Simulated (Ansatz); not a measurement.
Cost and result by functional for the surface energy of the (213) surface of tetragonal indium in its 1x1 cell, outermost plane spacing 1.11 Å in the ideal cut, in Ansatz (plane waves, PAW). Single points on the PBE structure, on one kind of machine; costs are rough ratios of the slab run's core time (references not counted) to the cheapest single point. r2SCAN's cost holds its higher cutoff (500 against 420 eV). Differences are taken against r2SCAN for comparison alone: no measured value is at hand, so the table doesn't rank accuracy.

Set-up: 10 atoms, 10.0 Å thick at the start (thin: gaps and levels are the slab's own); mesh 11x5x1; 0.1 eV smearing; dipole correction on; all atoms relaxed; start symmetry kept, larger cells not searched; no spin, no spin-orbit, no U. These notes are the PBE run's.

| functional | relative cost | surface energy (J/m²) | less r2SCAN (J/m²) |
|---|---|---|---|
| RPBE | 1 | 0.25 | -0.13 |
| PBEsol | 1 | 0.47 | 0.09 |
| LDA | 1 | 0.52 | 0.14 |
| r2SCAN | 3 | 0.38 | 0.00 |
| PBE (the relaxed run's value) | – | 0.35 | -0.03 |

The values span 0.27 J/m², while the single points' costs differ by a factor of roughly 3. Differences are of unrounded values.

Ansatz is an electronic-structure program.
